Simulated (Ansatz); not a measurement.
Start from MgSe in the rock salt structure (space group Fm-3m, No. 225; a = 5.450 Å).

The values are results of PBEsol in Ansatz (plane waves to 420 eV, PAW, no spin-orbit coupling), not measurements.

Strains are applied to the cell and any free atomic positions relax.

One change was made to it. Results:

The band gap goes up by 0.02 eV, from 1.78 eV to 1.80 eV; the pressure goes from zero to 1.01 GPa.

Q: Which change produced these results?
(A) isotropic strain −0.50 %
(B) isotropic strain −1.00 %
(C) isotropic strain +2.00 %
(D) isotropic strain −2.00 %

A: A, isotropic strain −0.50 %. For comparison, the pressure in the other runs: isotropic strain −2.00 % gives 4.45 GPa; isotropic strain −1.00 % gives 2.08 GPa; isotropic strain +2.00 % gives -3.40 GPa.

No phonon test of stability was made.

Ansatz is a program for electronic structure.
